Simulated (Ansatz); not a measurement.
Phonon-limited electron mobility of Si (Fd-3m) in cm²/(V·s), r2SCAN, finite-displacement electron-phonon coupling, linearised Boltzmann equation (Ansatz, an electronic-structure program). Condition of this run: hydrostatic pressure 6 GPa (the target of the relaxation). Geometry: relaxed with this functional, without spin-orbit coupling.

```tsv
Condition	μ
150 K	7600
200 K	…
250 K	2500
300 K	…
350 K	1170
400 K	864
500 K	521
600 K	345
```

What belongs in the gaps?


- 200 K, μ: 4100
- 300 K, μ: 1660

What exponent p of μ ∝ T^−p fits 200 to 400 K (along x)?

p ≈ 2.3; acoustic deformation-potential scattering alone gives 1.5.

Scattering by harmonic phonons alone: no impurities, screening or carrier-carrier scattering, bands fixed at 0 K. From a coarser fine mesh the values given move by up to 7 %. The mesh was bound by memory.
